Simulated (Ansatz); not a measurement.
This Ansatz (a first-principles code) input is the reference run, Sr in the fcc (Cu type) structure (space group Fm-3m, No. 225), computed with PBEsol (Ansatz; PAW; 420 eV plane waves; no spin-orbit coupling):

Ansatz 0.2 input:
```yaml
crystal:
  lattice:
    - [0, 2.961260845, 2.961260845]
    - [2.961260845, 0, 2.961260845]
    - [2.961260845, 2.961260845, 0]
  atoms:
    - { symbol: Sr, position: [0, 0, 0] }
basis: { ecutwfc: 420, ecutrho_ratio: 4, xc_grid: 2, fft_grid_basis: typed }
kpoints: { mp_grid: { grid: [14, 14, 14] } }
hamiltonian:
  xc: pbesol
  dispersion: none
  pseudopotentials: { kind: paw }
scf: { occupations: { method: fermi_dirac, width: 0.05 }, convergence: { dr2_threshold: 0.0000000001 } }
output: { forces: true, stress: true }
```

Write the input for this change: uniaxial stress, 1 GPa tension along x, with the cell and atoms free to relax against it.


Ansatz 0.2 input:
```yaml
crystal:
  lattice:
    - [0, 2.961260845, 2.961260845]
    - [2.961260845, 0, 2.961260845]
    - [2.961260845, 2.961260845, 0]
  atoms:
    - { symbol: Sr, position: [0, 0, 0] }
basis: { ecutwfc: 420, ecutrho_ratio: 4, xc_grid: 2, fft_grid_basis: typed }
kpoints: { mp_grid: { grid: [14, 14, 14] } }
hamiltonian:
  xc: pbesol
  dispersion: none
  pseudopotentials: { kind: paw }
scf: { occupations: { method: fermi_dirac, width: 0.05 } }
relax: { f_tol: 0.005, max_steps: 50, cell: { stress_tol: 0.01, sigma_target: [-1, 0, 0, 0, 0, 0] } }
output: { forces: true, stress: true }
checkpoint: { write: state.ck, write_every: 1000 }
```
This is the input that was run.

Load acts through the strain it causes; cell and atoms are relaxed under it. sigma_target is in GPa, compression positive, in the order xx, yy, zz, yz, xz, xy. Stability under load was not tested beyond the relaxation.
